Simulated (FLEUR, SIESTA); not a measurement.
A FLEUR input for a self-consistent single point of CdF₂ (Fm-3m, 3 atoms in the cell) (DFT, PBE, all-electron FLAPW (FLEUR), scalar-relativistic valence):

Input of the input generator:

```
CdF2 FLAPW
&input film=f /
0.0000000000 2.6380400000 2.6380400000
2.6380400000 0.0000000000 2.6380400000
2.6380400000 2.6380400000 -0.0000000000
1.8897261246
1.0 1.0 1.0

3
48 0.0000000000 0.0000000000 0.0000000000
9 0.2500000000 0.2500000000 0.2500000000
9 0.7500000000 0.7500000000 0.7500000000

&comp jspins=1 /
&kpt div1=7 div2=7 div3=7 /
&end /
```

```xml
<?xml version="1.0" encoding="UTF-8" standalone="no"?>
<fleurInput fleurInputVersion="0.39">
   <comment>
      CdF2 FLAPW                                                                                          
   </comment>
   <calculationSetup>
      <cutoffs Kmax="4.1" Gmax="16.4" GmaxXC="16.4" numbands="0"/>
      <scfLoop itmax="100" minDistance="0.00001" maxIterBroyd="25" imix="Anderson" alpha="0.05" precondParam="0.0" spinf="2.0"/>
      <coreElectrons ctail="T" frcor="F" kcrel="0" coretail_lmax="0"/>
      <xcFunctional name="pbe" relativisticCorrections="F"/>
      <magnetism jspins="1"/>
      <soc l_soc="F" theta="0.0" phi="0.0" spav="F"/>
      <expertModes spex="0" secvar="F"/>
      <geometryOptimization l_f="T" forcealpha="1.0" forcemix="BFGS" epsdisp="0.00001" epsforce="0.00001"/>
      <ldaU l_linMix="F" mixParam="0.05" spinf="1.0"/>
   </calculationSetup>
   <cell>
      <bzIntegration valenceElectrons="32.0" mode="hist" fermiSmearingEnergy="0.0001">
         <kPointListSelection listName="default-1"/>
         <!-- k-points included here -->
         <xi:include xmlns:xi="http://www.w3.org/2001/XInclude" href="kpts.xml"> </xi:include>
      </bzIntegration>
      <!-- symmetry operations included here -->
      <xi:include xmlns:xi="http://www.w3.org/2001/XInclude" href="sym.xml"> </xi:include>
      <bulkLattice scale="1.0">
         <bravaisMatrix>
            <row-1>    0.0000000000000000     4.9851731057397837     4.9851731057397837</row-1>
            <row-2>    4.9851731057397837     0.0000000000000000     4.9851731057397837</row-2>
            <row-3>    4.9851731057397837     4.9851731057397837     0.0000000000000000</row-3>
         </bravaisMatrix>
      </bulkLattice>
   </cell>
   <atomSpecies>
      <species name="Cadmium (Cd)" element="Cd" atomicNumber="48">
         <mtSphere radius="2.57" gridPoints="905" logIncrement="0.014"/>
         <atomicCutoffs lmax="10" lnonsphr="8"/>
         <electronConfig flipSpins="F">
            <coreConfig>(1s1/2) (2s1/2) (2p1/2) (2p3/2) (3s1/2) (3p1/2) (3p3/2) (4s1/2) (3d3/2) (3d5/2)</coreConfig>
            <valenceConfig>(4p1/2) (4p3/2) (5s1/2) (4d3/2) (4d5/2)</valenceConfig>
         </electronConfig>
         <energyParameters s="5" p="5" d="4" f="4"/>
         <lo type="SCLO" l="1" n="4" eDeriv="0"/>
      </species>
      <species name="Fluorine (F)" element="F" atomicNumber="9">
         <mtSphere radius="1.45" gridPoints="513" logIncrement="0.021"/>
         <atomicCutoffs lmax="6" lnonsphr="4"/>
         <electronConfig flipSpins="F">
            <coreConfig>(1s1/2)</coreConfig>
            <valenceConfig>(2s1/2) (2p1/2) (2p3/2)</valenceConfig>
            <stateOccupation state="(2p1/2)" spinUp="0.8333333333333" spinDown="0.8333333333333"/>
            <stateOccupation state="(2p3/2)" spinUp="1.6666666666667" spinDown="1.6666666666667"/>
         </electronConfig>
         <energyParameters s="2" p="2" d="3" f="4"/>
      </species>
   </atomSpecies>
   <atomGroups>
      <atomGroup species="Cadmium (Cd)">
         <relPos label="                   1">.0000000000 .0000000000 .0000000000</relPos>
         <force calculate="T" relaxXYZ="TTT"/>
      </atomGroup>
      <atomGroup species="Fluorine (F)">
         <relPos label="                   2">1.000/4.000 1.000/4.000 1.000/4.000</relPos>
         <relPos label="                   3">-1.000/4.000 -1.000/4.000 -1.000/4.000</relPos>
         <force calculate="T" relaxXYZ="TTT"/>
      </atomGroup>
   </atomGroups>
   <output dos="F" band="F" slice="F">
      <checks vchk="F" cdinf="F"/>
      <bandDOS minEnergy="-.5*Htr" maxEnergy="0.5*Htr" sigma="0.015" storeEVData="T"/>
      <vacuumDOS vacdos="F" integ="F" star="F" nstars="0" locx1="0.0" locy1="0.0" locx2="0.0" locy2="0.0" nstm="0" tworkf="0.0"/>
      <unfoldingBand unfoldBand="F" supercellX="1" supercellY="1" supercellZ="1"/>
      <plotting iplot="0" polar="F">
         <plot TwoD="T" vec1="  1.0  0.0  0.0" vec2="  0.0  1.0  0.0" vec3="  0.0  0.0  1.0" zero="  0.0  0.0  0.0" file="plot"/>
      </plotting>
      <chargeDensitySlicing numkpt="0" minEigenval="0.0" maxEigenval="0.0" nnne="0" pallst="F"/>
      <specialOutput eonly="F"/>
      <magneticCircularDichroism mcd="F" energyLo="-10.0" energyUp="0.0"/>
   </output>
  <!-- We include the file relax.xml here to enable relaxations (see documentation) -->
  <xi:include xmlns:xi="http://www.w3.org/2001/XInclude" href="relax.xml"> <xi:fallback/> </xi:include>
</fleurInput>
```

Question: Write the same calculation as an input for SIESTA.

Answer: One input that does it (others would too):

```
# files in the folder: Cd.psml F.psml (PseudoDojo PBE standard)
SystemName  CdF2
SystemLabel siesta

NumberOfAtoms                3
NumberOfSpecies              2
%block ChemicalSpeciesLabel
  1 48 Cd
  2 9 F
%endblock ChemicalSpeciesLabel
LatticeConstant              1.0 Bohr
%block LatticeVectors
     0.000000000    4.985173106    4.985173106
     4.985173106    0.000000000    4.985173106
     4.985173106    4.985173106    0.000000000
%endblock LatticeVectors
AtomicCoordinatesFormat      Bohr
%block AtomicCoordinatesAndAtomicSpecies
     0.000000000    0.000000000    0.000000000  1
     2.492586553    2.492586553    2.492586553  2
     7.477759659    7.477759659    7.477759659  2
%endblock AtomicCoordinatesAndAtomicSpecies

XC.functional                GGA
XC.authors                   PBE
PAO.BasisSize                DZP
PAO.EnergyShift              0.01 Ry
MeshCutoff                   300 Ry
%block kgrid.MonkhorstPack
    7   0   0  0.0
    0   7   0  0.0
    0   0   7  0.0
%endblock kgrid.MonkhorstPack
OccupationFunction           FD
ElectronicTemperature        10 K

MaxSCFIterations             150
SCF.Mixer.Method             Broyden
SCF.Mixer.Weight             0.1
SCF.Mixer.History            6
SCF.DM.Tolerance             1.0E-05
Diag.ParallelOverK           true
WriteForces                  true
```

Basis settings and potentials, where a program has them, do not carry over. This input uses DFT, GGA PBE, numerical atomic orbitals DZP, PseudoDojo PBE standard norm-conserving potentials (rewritten from UPF to PSML).

The starting cell comes from a database of computed structures (which also holds hypothetical and non-ambient phases and stackings), without a prior relaxation at this level. Its lattice was rescaled by a random factor within 2.5 % of one. For this run, on top of that: lattice scaled by 0.98.
